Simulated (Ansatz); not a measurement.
## How the smallest direct gap on the k points sampled of BaAlHO₂ (model structure, started from the SrVO2H type, P4/mmm, No. 123, 5 atoms in the cell) moves with the method

No measured value is used here.

```json
[
 {"level (code)": "LDA (Ansatz)", "value (eV)": "3.08"},
 {"level (code)": "PBE+SOC (Ansatz)", "value (eV)": "3.25"},
 {"level (code)": "PBEsol+SOC (Ansatz)", "value (eV)": "…"},
 {"level (code)": "r²SCAN+SOC (Ansatz)", "value (eV)": "3.97"},
 {"level (code)": "HSE06+SOC (Ansatz)", "value (eV)": "…"},
 {"level (code)": "PBE0 (Ansatz)", "value (eV)": "5.35"},
 {"level (code)": "G0W0@PBEsol (Ansatz)", "value (eV)": "5.17"}
]
```

Fill in the missing entries.


- PBEsol+SOC (Ansatz, a quantum-chemistry and plane-wave program), value (eV): 3.15
- HSE06+SOC (Ansatz), value (eV): 4.62

At these levels the smallest gap is indirect and lower: LDA 2.61, PBE+SOC 2.69, PBEsol+SOC 2.64, r²SCAN+SOC 3.41, HSE06+SOC 4.32, PBE0 5.07, G0W0@PBEsol 4.73 eV. Computed values are for a static lattice. Levels without +SOC have no spin–orbit coupling; where heavier elements are present it shifts gaps, mostly down, and can invert bands.  Values are at the PBEsol cell. Cutoffs and k meshes differ between the levels. Ansatz's density-functional and Hartree–Fock values are scalar-relativistic unless marked +SOC, with PAW data made under PBE.

A model structure was made by putting elements into a prototype or built by hand; it is no filed structure, need not be a known phase, and can be a saddle point held by its symmetry.
